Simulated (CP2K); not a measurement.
Worked example: self-consistent single point of Na3Ga (Pm-3m, 4 atoms in the cell) in CP2K.

Computed with LDA (Pade form), GPW, DZVP-MOLOPT-SR-GTH basis, GTH-PADE potentials (GTH_POTENTIALS) run with CP2K 2026.2.

```
Na3Ga
1.0
    4.94161     0.00000     0.00000
    0.00000     4.94161     0.00000
    0.00000     0.00000     4.94161
Na Ga
3 1
Cartesian
  2.47081   0.00000   2.47081
  0.00000   2.47081   2.47081
  2.47081   2.47081   0.00000
  0.00000   0.00000   0.00000
```

Reference input (self-consistent single point, DFT LDA (Pade form), GPW, DZVP-MOLOPT-SR-GTH basis, GTH-PADE potentials (GTH_POTENTIALS)): CUTOFF = 950 Ry; REL_CUTOFF = 50 Ry; SMEAR/METHOD = FERMI_DIRAC; ELECTRONIC_TEMPERATURE = 1578.21 K; KPOINTS/SCHEME = MONKHORST-PACK 9 9 9; XC_FUNCTIONAL = PADE; Na/BASIS_SET = DZVP-MOLOPT-SR-GTH; Na/POTENTIAL = GTH-PADE-q9; Ga/BASIS_SET = DZVP-MOLOPT-SR-GTH; Ga/POTENTIAL = GTH-PADE-q13; METHOD = GPW; EPS_DEFAULT = 1e-10. This run's input differs from it in these lines:

```diff
@@ -40,3 +40,3 @@
     &KPOINTS
-      SCHEME MONKHORST-PACK 9 9 9
+      SCHEME MONKHORST-PACK 5 5 5
     &END KPOINTS
```

Log, with long lists cut:

```
 SCF WAVEFUNCTION OPTIMIZATION

  Step     Update method      Time    Convergence         Total energy    Change
     1 NoMix/Diag. 0.20E+00      -     0.72784983      -217.8139346798 -2.18E+02
     2 Broy./Diag. 0.20E+00      -     0.00782231      -217.2121622501  6.02E-01
     3 Broy./Diag. 0.20E+00      -     0.03683637      -217.6951953826 -4.83E-01
     4 Broy./Diag. 0.20E+00      -     0.01097121      -217.7782600912 -8.31E-02
     5 Broy./Diag. 0.20E+00      -     0.00589915      -217.7492847285  2.90E-02
     6 Broy./Diag. 0.20E+00      -     0.00184621      -217.7063673827  4.29E-02
   [... 3 lines left out ...]
    10 Broy./Diag. 0.20E+00      -     0.00006771      -217.6891747578  2.68E-04
    11 Broy./Diag. 0.20E+00      -     0.00000430      -217.6894811134 -3.06E-04
    12 Broy./Diag. 0.20E+00      -     0.00001551      -217.6895392260 -5.81E-05
    13 Broy./Diag. 0.20E+00      -     0.00000008      -217.6896126644 -7.34E-05
  *** SCF run converged in    13 steps ***

  Overlap energy of the core charge distribution:               0.00000000000000
  Self energy of the core charge distribution:               -478.12188687388937
  Core Hamiltonian energy:                                    131.30673743634267
  Hartree energy:                                             159.91985307330157
  Exchange-correlation energy:                                -30.78959052937276
  Electronic entropic energy:                                  -0.00472577097678
  Fermi energy:                                                 0.07128026916268

  Total energy:                                              -217.68961266438293
  Total energy (extrapolated to T->0):                       -217.68724977889454

   [... lines left out ...]

 STRESS| Analytical stress tensor [bar]
 STRESS|                        x                   y                   z
 STRESS|      x       -1.64200116960E+04   2.28446168601E-03   2.28447457335E-03
 STRESS|      y        2.28446168601E-03  -1.64200327770E+04   2.28446173506E-03
 STRESS|      z        2.28447457335E-03   2.28446173506E-03  -1.64199683330E+04
 STRESS| 1/3 Trace                                            -1.64200042687E+04
```

The run converged in 13 iterations. Against the reference run the free energy goes up by 6.4 meV/atom and the pressure moves little (-1.74 to -1.64 GPa).

The starting cell comes from a database of computed structures (which also holds hypothetical and non-ambient phases and stackings), without a prior relaxation at this level. Its lattice was rescaled by a random factor within 2.5 % of one. Values carry the incompleteness of an atom-centred basis.
